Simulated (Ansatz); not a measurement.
Input and output of a self-consistent single point for Li₂SnHgS₄ (I-42m, 8 atoms in the cell) (Ansatz, a first-principles code).

Method: PBE (plane waves, PAW; Ansatz).

```
Li2SnHgS4
1.0
   -2.75700     2.75700     5.41553
    2.75700    -2.75700     5.41553
    2.75700     2.75700    -5.41553
Li Hg S Sn
2 1 4 1
Direct
  0.25000   0.75000   0.50000
  0.75000   0.25000   0.50000
  0.00000   0.00000   0.00000
  0.37700   0.88700   0.00000
  0.11300   0.11300   0.49000
  0.62300   0.62300   0.51000
  0.88700   0.37700   0.00000
  0.50000   0.50000   0.00000
```

Reference input (self-consistent single point, DFT, PBE, plane waves, default PAW files): basis.ecutwfc = 420 eV; kpoints.mp_grid.grid = 5 5 5; hamiltonian.xc = pbe; hamiltonian.pseudopotentials = {kind: paw} (the program's default PAW files); scf.occupations.method = cold; scf.occupations.width = 0.05 eV. This run's input differs from it in these lines:

Ansatz 0.2 input:
```diff
@@ -16,3 +16,3 @@
 basis:
-  ecutwfc: 420.0
+  ecutwfc: 335.0
 kpoints:
```

Output, abridged:

```
SCF iter   1: F=—  HF=-23860.394150 eV  |F-HF|=—  |Δ(HF+E_count)|=         —  Δρ=7.86e-4  dr2=4.58e-4  ethr=1.77e-3  ⟨swp⟩=7.9  Hψ=3351  notcnv=0  defer=12
all-band conjugate gradients solve this SCF's bands
preconditioner: auto → Resta (q_TF=auto, 2.331 Å⁻¹)
SCF iter   2: F=—  HF=-23860.394663 eV  |F-HF|=—  |Δ(HF+E_count)|=   5.13e-4  S|Δr|=    0.00e0  Δρ=4.41e-4  dr2=2.40e-4  ethr=7.16e-7  ⟨swp⟩=3.2  Hψ=1711  notcnv=0  defer=23
SCF iter   3: F=—  HF=-23860.394918 eV  |F-HF|=—  |Δ(HF+E_count)|=   2.55e-4  S|Δr|=    0.00e0  Δρ=1.42e-4  dr2=1.98e-5  ethr=3.75e-7  ⟨swp⟩=2.0  Hψ=983  notcnv=0  defer=23
SCF iter   4: F=—  HF=-23860.394925 eV  |F-HF|=—  |Δ(HF+E_count)|=   6.79e-6  S|Δr|=    0.00e0  Δρ=3.19e-5  dr2=1.58e-6  ethr=3.09e-8  ⟨swp⟩=2.0  Hψ=1133  notcnv=0  defer=23
SCF iter   5: F=—  HF=-23860.394927 eV  |F-HF|=—  |Δ(HF+E_count)|=   1.99e-6  S|Δr|=    0.00e0  Δρ=1.28e-5  dr2=4.85e-7  ethr=2.46e-9  ⟨swp⟩=2.0  Hψ=1129  notcnv=0  defer=23
SCF iter   6: F=-23860.394927 eV  HF=-23860.394927 eV  |F-HF|=1.05e-8  |Δ(HF+E_count)|=   3.25e-7  S|Δr|=    0.00e0  Δρ=3.06e-6  dr2=2.04e-8  ethr=1.56e-10  ⟨swp⟩=8.9  Hψ=3504  notcnv=0
SCF 1 converged in 6 iterations: F = -23860.394927 eV  dr2 = 2.04e-8
Stability not checked (fill_not_monotonic)
Free energy (F): -23860.394927 eV
Internal energy: -23860.394927 eV  (E = F + TS)
E sigma→0 (E₀):  -23860.394927 eV
Fermi energy:    6.632428 eV
--- Forces (eV/Å), atoms counted from 1 ---
  atom   1  Li    -0.00000000     0.00000000     0.00000000
  atom   2  Li    -0.00000000     0.00000000     0.00000000
  atom   3  Hg    -0.00000000     0.00000000     0.00000000
  atom   4  S     -1.09449348     1.09449348     0.65970339
  atom   5  S      1.09449348     1.09449348    -0.65970339
   [... lines left out ...]
  atom   8  Sn    -0.00000000     0.00000000     0.00000000
--- Stress (GPa, compression-positive) ---
        7.220371      -0.000000       0.000000
       -0.000000       7.220371       0.000000
        0.000000       0.000000       7.954587
  P = ⅓ Tr σ = 7.4651 GPa (74.651 kbar)
  The stress holds the Pulay correction. Without it, at fixed plane waves, as pw.x and ABINIT print it: P = 7.0447 GPa
```

The run converged in 6 iterations. Against the reference run the free energy goes up by 4.7 meV/atom, the pressure hardly changes (7.43 to 7.47 GPa), the largest force hardly changes (1.680 to 1.683 eV/Å) and the gap on the mesh hardly changes (1.339 to 1.341 eV).

The starting cell was generated: these elements placed on a structure prototype, without a prior relaxation; it need not be a known phase or ordering of this composition. Its lattice was rescaled by a random factor within 2.5 % of one. Spin-orbit coupling is off. Forces in this geometry exceed 1 eV/Å. Ansatz's pressure includes its estimate of the finite-basis (Pulay) stress. The cutoff lies below the one recommended for these files.
